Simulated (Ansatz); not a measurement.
For Ru2Si (model structure, started from the Cu2Sb type, P4/nmm, No. 129, 6 atoms in the cell), PBE (plane waves, PAW; Ansatz, a first-principles code) gives:

```
Property              Result
-------------------  -------
lattice constant a   3.755 Å
lattice parameter c  5.957 Å
```

Q: What does PBE-D3(BJ) (PAW; Ansatz) give for the same quantities?

A: 
- lattice constant a: 3.713 Å (drops by 1.1 %)
- lattice parameter c: 5.926 Å (shrinks by 0.5 %)

Changes are worked out from the printed values.

Unless a cell is named, each level is at its own relaxed cell (PBE 14.00, PBE-D3(BJ) 13.62 Å³/atom).

Ansatz's density-functional and Hartree–Fock values are scalar-relativistic unless marked +SOC, with PAW data made under PBE.

A model structure was made by putting elements into a prototype or built by hand; it is no filed structure, need not be a known phase, and can be a saddle point held by its symmetry.
